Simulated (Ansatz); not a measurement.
The reference is BAs in the zinc blende structure (space group F-43m, No. 216; a = 4.768 Å). Axes: x, y, z lie along the cube axes.

Now apply this change: uniaxial strain ε_zz = +4.86 %, all other strain components held at zero; the atoms relax in the strained cell.

Levels (all Ansatz, a program for electronic structure, PAW): PBEsol (420 eV, no spin-orbit coupling); r2SCAN (500 eV, no spin-orbit coupling); HSE06 (420 eV, no spin-orbit coupling).

One geometry, relaxed with PBEsol, under each level:

```json
[
 {"level": "PBEsol", "band gap": "0.78 eV", "lowest conduction level above the VBM at special points": "X 1.02 eV; M 1.59 eV; N 2.13 eV; S 2.31 eV", "electron mass": "1.0 mₑ along k, 0.22 mₑ across (off the special points)", "pressure": "-6.04 GPa"},
 {"level": "r2SCAN", "band gap": "1.05 eV", "lowest conduction level above the VBM at special points": "X 1.32 eV; M 1.87 eV; N 2.42 eV; S 2.66 eV", "electron mass": "1.0 mₑ along k, 0.21 mₑ across (off the special points)", "pressure": "-4.87 GPa"},
 {"level": "HSE06", "band gap": "1.50 eV", "lowest conduction level above the VBM at special points": "X 1.77 eV; M 2.31 eV; N 2.99 eV; Γ 3.80 eV", "electron mass": "–", "pressure": "–"}
]
```

Single points use the geometry relaxed with PBEsol. Their cutoffs differ, which shifts pressures a little. The hybrid gap comes from the SCF mesh plus the semilocal run's edge points and a few special points and is an upper bound. Effective masses come from finite differences of ±0.01 Å⁻¹. Along k means along the line from Γ to the band edge. Stability against distortions was not tested. Labels are those of the standard path for the cell's own space group.
